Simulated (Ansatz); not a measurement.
Consider MgO in the rock salt structure (space group Fm-3m, No. 225; a = 4.204 Å). Axes: x, y, z lie along the cube axes.

Structures relaxed with Ansatz (an electronic-structure program), r2SCAN, PAW, cutoff 500 eV, without spin-orbit coupling.

Base:

Simulated powder pattern, Co Kα, λ = 1.79026 Å (kinematic, ideal powder, no thermal factors, no anomalous dispersion; the 10 strongest lines at most, above 2 %, up to 2θ = 90°):

```
2θ (°)  I/Imax (%)    hkl
------  ----------  -----
43.28           11  (111)
50.40          100  (200)
74.05           56  (220)
89.84          7.7  (311)
```

After one change:

Simulated powder pattern, Co Kα, λ = 1.79026 Å (kinematic, ideal powder, no thermal factors, no anomalous dispersion; the 10 strongest lines at most, above 2 %, up to 2θ = 90°):

| 2θ (°) | I/Imax (%) |
|---|---|
| 42.82 | 2.8 |
| 44.50 | 8.0 |
| 51.36 | 100 |
| 74.40 | 29 |
| 76.79 | 27 |
| 89.86 | 2.1 |

Task: What was done to the base?
A. biaxial strain +2.82 %, plane normal [001], relaxed out of plane
B. uniaxial strain ε_yy = −0.16 %
C. tensor shear ε_xz = −0.69 %
D. biaxial strain −3.04 %, plane normal [111], relaxed out of plane

Result: D, biaxial strain −3.04 %, plane normal [111], relaxed out of plane. Its volume per atom is 8.82 Å³ against 9.29 Å³, and its space group is R-3m (No. 166).

Stability against distortions was not tested.
